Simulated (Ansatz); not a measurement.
The parent structure is BAs in the zinc blende structure (space group F-43m, No. 216; a = 4.732 Å).

All numbers come from Ansatz (a program for electronic structure) LDA, without spin-orbit coupling.

Strains are applied to the cell and any free atomic positions relax.

One change was made to it. Results:

```tsv
quantity	base	after
hole mass (degenerate bands, along [100])	0.23 mₑ (at Γ)	0.20, 0.24, 0.24 mₑ (at Γ)
energy relative to the base (free energy F)	0 meV/atom	+45 meV/atom
```

Problem. Which of these changes matches the shifts?
(A) isotropic strain +1.00 %
(B) isotropic strain −0.50 %
(C) isotropic strain +3.00 %

Solution. C, isotropic strain +3.00 %. For comparison, the energy relative to the base in the other runs: isotropic strain +1.00 % gives +5.3 meV/atom; isotropic strain −0.50 % gives +1.4 meV/atom.

The levels and masses belong to the bands next to the band gap. Masses are band curvatures over ±0.01 Å⁻¹ around the edge. No phonon test of stability was made.
